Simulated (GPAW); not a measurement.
Band structure of YZn (Fm-3m, 2 atoms in the cell).

```
YZn
1.0
    0.00000     2.96299     2.96299
    2.96299     0.00000     2.96299
    2.96299     2.96299     0.00000
Y Zn
1 1
Direct
  0.00000   0.00000   0.00000
  0.50000   0.50000   0.50000
```

Level of theory: PBEsol, GPAW PAW datasets PBEsol (made by gpaw-setup) (plane waves; GPAW 25.7.0).

Settings: mode = pw; ecut = 850 eV; xc = PBEsol; kpts = 13 13 13; mesh shift (steps) = 0 0 0; occupations.name = fermi-dirac; occupations.width = 0.1 eV; nbands = -6; convergence.density = 1e-05 e/electron; symmetry.symmorphic = false; symmetry.tolerance = 0.0005; maxiter = 100; bandpath_npoints = 40.

The starting cell comes from a database of computed structures (which also holds hypothetical and non-ambient phases and stackings), without a prior relaxation at this level.

Levels in eV from the Fermi level, bands 8 to 15:
| point | 8 | 9 | 10 | 11 | 12 | 13 | 14 | 15 |
|---|---|---|---|---|---|---|---|---|
| Γ | -7.11 | -7.11 | -6.46 | 1.63 | 1.63 | 1.63 | 2.63 | 2.63 |
| X | -7.00 | -7.00 | -4.23 | -0.84 | 0.06 | 2.42 | 2.42 | 3.44 |
| W | -7.08 | -7.00 | -3.75 | -0.62 | -0.62 | -0.06 | 3.66 | 3.66 |
| K | -7.03 | -7.01 | -3.83 | -0.92 | -0.76 | 1.03 | 2.28 | 3.53 |
| L | -7.03 | -7.03 | -3.52 | -2.71 | 0.11 | 0.11 | 3.40 | 3.40 |
| U | -7.03 | -7.01 | -3.83 | -0.92 | -0.76 | 1.03 | 2.28 | 3.53 |

Bands cross the Fermi level along this path, so the cell is metallic at this level.
